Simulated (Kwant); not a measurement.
Device: stadium cavity between two wires in a InAs two-dimensional gas. Effective mass 0.023 mₑ, grid spacing 12 nm, hard walls, nominal width 150 nm (13 grid rows, so walls 168 nm apart), one parabolic valley, scattering region 1000 nm long along x; energies count from the band bottom; Fermi energy swept from 0.0005813 to 0.0087195 eV. Cavity of radius 220 nm, straight part 220 nm, centre moved sideways by 88 nm.

The device is made up for the run: typed textbook-type constants, with dimensions and the other settings drawn at random.

Computed with Kwant: effective-mass tight-binding model on a square grid, one spin, coherent transport at 0 K. Conductance is in e²/h.

### Question
How many channels do the leads carry at E = 3.45, 4.14, 7.69 meV?

### Answer
The hard-wall thresholds are n² ħ²π²/(2mW²) = n² × 0.579 meV with W = 168 nm. √(3.45/0.579) = 2.44, so 2. √(4.14/0.579) = 2.67, so 2. √(7.69/0.579) = 3.64, so 3.
